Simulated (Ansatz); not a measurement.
System: NbAl3 (I4/mmm, No. 139; cell taken from a computed entry). Method: PBEsol (Ansatz, a quantum-chemistry and plane-wave program, plane waves, PAW).

Settings: plane-wave cutoff 520 eV, 20×20×20 k mesh, Fermi–Dirac smearing 0.05 eV, no spin polarisation, scalar-relativistic PAW data made under PBE.

Computed at the level's own relaxed cell.

### Question
What does this level give for the equilibrium lattice constant a, lattice parameter c and bulk modulus B0?

### Answer

equilibrium lattice constant a: 3.823 Å
lattice parameter c: 8.568 Å
bulk modulus B0: 133 GPa

The run finds no gap.

Note: the relaxation could not lower the start's symmetry, so the cell can be a saddle point above a distorted one; the bulk modulus is −V dP/dV from two relaxed cells at ±2 % in volume.

The computed numbers hold no vibrational or temperature effects.

The result took roughly 7 core-minutes.
